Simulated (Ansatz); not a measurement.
Results of PBEsol (Ansatz, a first-principles code, plane waves, PAW) for SnSb (Fm-3m, No. 225, 2 atoms in the cell; start mp-10635).

Numerical settings: plane-wave cutoff 520 eV, 16×16×16 k mesh, Fermi–Dirac smearing 0.05 eV, scalar-relativistic PAW data made under PBE.

Cell (relaxed at this level):

```cif
data_Sb4Sn4
_chemical_formula_sum 'Sn4 Sb4'
_space_group_name_H-M_alt 'Fm-3m'
_space_group_IT_number 225
_space_group_name_Hall '-F 4 2 3'
_cell_length_a 6.08626
_cell_length_b 6.08626
_cell_length_c 6.08626
_cell_angle_alpha 90.000
_cell_angle_beta 90.000
_cell_angle_gamma 90.000
loop_
_atom_site_label
_atom_site_type_symbol
_atom_site_symmetry_multiplicity
_atom_site_Wyckoff_symbol
_atom_site_fract_x
_atom_site_fract_y
_atom_site_fract_z
_atom_site_occupancy
Sn1 Sn 4 b 0.50000 0.50000 0.50000 1
Sb1 Sb 4 a 0.00000 0.00000 0.00000 1
```
(The calculation used a cell of 2 atoms; values per cell refer to that cell.)

Give the computed bulk modulus.


- bulk modulus = 59.1 GPa

The run finds no gap.

Note: the bulk modulus is −V dP/dV from two relaxed cells at ±2 % in volume; the relaxation could not lower the start's symmetry, so the cell can be a saddle point above a distorted one.

Spin–orbit coupling is not included; it can open a gap where bands touch, and shift volumes and moduli.

Static lattice: no zero-point or thermal effects.

The result took roughly 40 core-seconds.

A start named mp-… is a Materials Project structure, which need not be a measured phase.
